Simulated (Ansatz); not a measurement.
A user runs Ansatz (a program for electronic structure) on Ta (Im-3m, 1 atom in the cell) and asks whether the run is sound. The aim is a self-consistent single point with DFT, LDA (PW92), plane waves, default PAW files made with PBE.

The input file:

Ansatz 0.2 input:
```yaml
# Ta
crystal:
  lattice:
    - [-1.66403200, 1.66403200, 1.66403200]
    - [1.66403200, -1.66403200, 1.66403200]
    - [1.66403200, 1.66403200, -1.66403200]
  atoms:
    - { symbol: Ta, position: [0.00000000, 0.00000000, 0.00000000] }
basis:
  ecutwfc: 420.0
  ecutrho_ratio: 1
kpoints:
  mp_grid: { grid: [18, 18, 18], shift: [0.5, 0.5, 0.5] }
hamiltonian:
  xc: lda
  pseudopotentials: { kind: paw }
scf:
  occupations: { method: gaussian, width: 0.1 }
output:
  forces: true
  eigenvalues: true
  stress: true
```

The program printed (abridged):

```
WARN basis.ecutrho_ratio = 1 (ecutrho = 420 eV) is below the records' recommended cutoff
settings of this run that can trade accuracy for cost: basis.ecutrho_ratio < 4. Do not mix this run's numbers with those of runs without the same settings …
Pseudopotentials: kind: paw
Pseudopotential: Ta, paw, valence charge 13
Crystal: 1 atoms, lattice volume = 18.431 Å³
Basis set: ecut = 420 eV, 369 PW (Γ)
Bands: 11, of which v1, the nominal top of the filled ones, is band 7 counted from 1 (6 counted from 0)
Symmetry: 48 space group operations
Space group: Im-3m (ITA 229), of the structure as read, at distance tolerance 2.6e-5 Å
k-points: 190 of 5832
PAW frozen core: Ta, regenerated for the run's functional, and the local potential with it
Initial density: superposition of atomic densities (neutral atoms: chi_scale 0, normalization atom), corrected by the library's trained network
Initial wavefunctions: pseudopotential atomic-orbital guess
Eigensolver: davidson
Functional: x = slater, c = lda
SCF iter   1: F=—  HF=-9682.518154 eV  |F-HF|=—  |Δ(HF+E_count)|=         —  Δρ=4.37e-3  dr2=2.47e-3  ethr=1.77e-3  ⟨swp⟩=5.1  Hψ=11676  notcnv=0
all-band conjugate gradients solve this SCF's bands
preconditioner: auto → none
SCF iter   2: F=—  HF=-9682.517304 eV  |F-HF|=—  |Δ(HF+E_count)|=   8.50e-4  Δρ=1.83e-3  dr2=2.76e-4  ethr=1.90e-5  ⟨swp⟩=1.6  Hψ=3820  notcnv=0
   [... lines left out ...]
iter 5 did not close the SCF: its close was put off for the readings that it lacked (scf_convergence_deferred on its scf_iter line)
SCF iter   5: F=-9682.517311 eV  HF=-9682.517311 eV  |F-HF|=3.29e-9  |Δ(HF+E_count)|=   2.21e-8  Δρ=4.12e-6  dr2=3.77e-9  ethr=1.98e-10  ⟨swp⟩=2.4  Hψ=3460  notcnv=0
SCF iter   6: F=-9682.517311 eV  HF=-9682.517311 eV  |F-HF|=8.00e-11  |Δ(HF+E_count)|=   1.84e-9  Δρ=9.08e-7  dr2=1.12e-10  ethr=2.90e-11  ⟨swp⟩=2.7  Hψ=7500  notcnv=0
SCF 1 converged in 6 iterations: F = -9682.517311 eV  dr2 = 1.12e-10
Free energy (F): -9682.517311 eV
Internal energy: -9682.510928 eV  (E = F + TS)
E sigma→0 (E₀):  -9682.514120 eV
Entropy (-TS):   -0.006382 eV (-6.382 meV/atom)
Fermi energy:    17.789618 eV
--- Forces (eV/Å), atoms counted from 1 ---
  atom   1  Ta     0.00000000    -0.00000000     0.00000000
--- Stress (GPa, compression-positive) ---
      -13.293806      -0.000000      -0.000000
        0.000000     -13.293806       0.000000
       -0.000000       0.000000     -13.293806
  P = ⅓ Tr σ = -13.2938 GPa (-132.938 kbar)
  The stress holds the Pulay correction, which leaves out the density cutoff's part. Without it, at fixed plane waves, as pw.x and ABINIT print it …
settings of this run that can trade accuracy for cost: basis.ecutrho_ratio < 4. Do not mix this run's numbers with those of runs without the same settings …
```

**Question.** Is anything amiss in this input, and did it matter?

**Answer.** The run is not sound. The fault is a density cutoff or grid that is too coarse. The density and potential grid has to resolve products of orbitals and any augmentation charge. To fix it, restore the density cutoff. The run converged in 6 iterations without an error; against the sound input the free energy goes up by 44.2 meV/atom and the pressure goes from -12.94 to -13.29 GPa. The full log also holds (shortened here): “WARN basis.ecutrho_ratio = 1 (ecutrho = 420 eV) is below the records' recommended cutoff”. At a fixed set of plane waves, without the program's Pulay estimate, the pressure is -13.37 GPa against -12.98 GPa.

The sound input it was made from differs as follows (other fixes are possible):
```diff
-  ecutrho_ratio: 1
```

With that input, the run converged in 6 iterations: free energy E − TS (on the zero of these files) -9682.5616 eV; Fermi level (on the code's own zero) 17.79 eV; pressure -12.94 GPa (DFT, LDA (PW92), plane waves, default PAW files made with PBE).

On the sound input: the starting cell comes from a database of computed structures (which also holds hypothetical and non-ambient phases and stackings), without a prior relaxation at this level. Its lattice was rescaled by a random factor within 2.5 % of one. Spin-orbit coupling is off. Spin polarisation is off. With a pressure of about -13 GPa the cell is away from its equilibrium volume at this level. Ansatz's pressure includes its estimate of the finite-basis (Pulay) stress.
